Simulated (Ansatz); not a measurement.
Base system: SiC in the zinc blende structure (space group F-43m, No. 216; a = 4.356 Å).

Calculations: r2SCAN, PAW, 500 eV (Ansatz, a program for electronic structure; spin-orbit coupling left out).

Before the change:

| Quantity | Value |
|---|---|
| Gap between the host's bands | 1.71 eV |
| Gap character | indirect, Γ → X |

It is then changed as follows: 0.0103 electrons added to each cell, a density of 5.0×10^20 cm⁻³, with a uniform compensating background at fixed cell and a 300 K Fermi–Dirac width.

What does the calculation give for the Fermi level from band edge after the change?

The Fermi level relative to the doped band's edge (positive inside the band; to 0.05 eV) amounts to +0.35 eV.

Predict the new gap between the host's bands.

The gap between the host's bands stays 1.71 eV.

How does this affect the gap character?

The gap character remains indirect, Γ → X.

Charged cell with a jellium background: band edges are those of the host's band count, energies are not comparable with the neutral cell, and many-body gap narrowing is missing. Stability against distortions was not tested.
